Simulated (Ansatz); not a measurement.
Start from AlN in the wurtzite structure (space group P6_3mc, No. 186; a = 3.1303 Å, c = 5.0180 Å). Axes: x lies along a and z along c of the hexagonal cell.

Level of theory: Ansatz (a first-principles code), PBE, PAW, cutoff 420 eV, without spin-orbit coupling.

For the base:

```
Item                              Value
-----------------------------  --------
Shortest interatomic distance   1.903 Å
Pressure                       0.00 GPa
```

Modification: uniaxial strain ε_zz = +2.48 %, all other strain components held at zero; the atoms relax in the strained cell.

Q: Predict the new energy relative to the base.

A: The energy grows by 7.2 meV/atom.

Q: Predict the new shortest interatomic distance.

A: The shortest interatomic distance increases by 0.011 Å, from 1.903 Å to 1.914 Å.

Q: Estimate the effect on the largest internal atomic displacement.

A: The largest internal atomic displacement comes out as 0.010 Å.

Q: What happens to the pressure?

A: The pressure (mean of the normal stresses, compression positive) goes from zero to -4.29 GPa.

Stability against distortions was not tested.
